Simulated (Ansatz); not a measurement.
The reference is TaAs (space group I4_1md, No. 109; a = 3.442 Å, c = 11.714 Å).

Calculations: r2SCAN in Ansatz (plane waves to 500 eV, PAW, spin-orbit coupling left out), earlier PAW set.

Base values:

| Property | Value |
|---|---|
| c/a ratio | 3.404 |
| Volume per atom | 17.34 Å³ |

Perturbation: cell and atoms relaxed at a pressure of 9 GPa.

Question: What happens to the c/a ratio?

Answer: The c/a ratio falls by 0.0262, from 3.404 to 3.377.

Question: How does this affect the volume per atom?

Answer: The volume per atom shrinks by 0.75 Å³ to 16.59 Å³.

Load acts through the strain it causes; cell and atoms are relaxed under it. No phonon test of stability was made. Competing high-pressure phases were not computed. The final runs are not spin-polarised.

Ansatz is a first-principles code.
